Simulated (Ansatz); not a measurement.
Consider As in the A7 type structure (space group R-3m, No. 166; layered).

```
CELL_PARAMETERS angstrom
      1.88053     1.08572     3.57784
     -1.88053     1.08572     3.57784
      0.00000    -2.17144     3.57784
ATOMIC_POSITIONS crystal
  As 0.22600 0.22600 0.22600
  As 0.77400 0.77400 0.77400
```

Cartesian axes are those of the cell as printed.

Calculations: r2SCAN+rVV10, PAW, 500 eV (Ansatz, a program for electronic structure; no spin-orbit coupling).

Strains are applied to the cell and any free atomic positions relax.

One change was made to it. Results:

The largest internal atomic displacement amounts to 0.015 Å; the energy grows by 1.5 meV/atom; the pressure (mean of the normal stresses, compression positive) goes from zero to 0.8 GPa.

Question: What was done to the base?
A) uniaxial strain ε_yy = +4.43 %
B) isotropic strain −1.06 %
C) uniaxial strain ε_zz = −2.61 %

Answer: C, uniaxial strain ε_zz = −2.61 %. For comparison, the energy relative to the base in the other runs: isotropic strain −1.06 % gives +4.1 meV/atom; uniaxial strain ε_yy = +4.43 % gives +17 meV/atom.

Without a gap, meshes like the base's 15×15×15 leave anisotropic stresses uncertain by several tenths of a GPa, and small strain energies with them. Whether these cells are dynamically stable was not tested.
